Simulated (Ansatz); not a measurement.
The parent structure is C in the diamond structure (space group Fd-3m, No. 227; a = 3.572 Å).

Method: PBE in Ansatz (plane waves to 420 eV, PAW, spin-orbit coupling left out).

Before the change:

The pressure is 0.00 GPa and the smallest direct gap comes out as 5.58 eV.

Now apply this change: the cell is scaled by 0.9750 in all directions; the atoms relax in the strained cell.

Task: Estimate the effect on the energy relative to the base, pressure and smallest direct gap.

Result: The energy increases by 46 meV/atom; the pressure goes from zero to 37.81 GPa; the smallest direct gap grows by 0.21 eV (5.58 eV → 5.79 eV).

Gaps are read on the SCF mesh and a high-symmetry path. Stability against distortions was not tested.

Ansatz is an electronic-structure program.
